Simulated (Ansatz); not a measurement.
The reference is Re in the hcp (Mg type) structure (space group P6_3/mmc, No. 194; a = 2.752 Å, c = 4.440 Å; relaxed with 0.1 eV smearing). Axes: x lies along a and z along c of the hexagonal cell.

The values are results of PBEsol (Ansatz, a quantum-chemistry and plane-wave program, PAW, no SOC), not measurements.

It is then changed as follows: uniaxial strain ε_zz = +2.50 %, all other strain components held at zero, atoms relaxed at fixed cell.

Q: Predict the stress tensor and what it implies for the stiffness.

A: Stress of the strained cell less that of the base (GPa, compression positive):
```
   -5.3     0.0     0.0
    0.0    -5.3     0.0
    0.0     0.0   -16.2
```

Then −Δσ_ii/ε with ε = 0.0250 gives secant stiffness values (nonlinear terms included at this strain): C33 ≈ 649 GPa, C13 ≈ 213 GPa and C23 ≈ 213 GPa.

As a check, the harmonic strain energy −½ V₀ Δσ:ε is 18 meV/atom; the computed energy rise is 19 meV/atom.

Whether these cells are dynamically stable was not tested. All final runs are without spin polarisation.
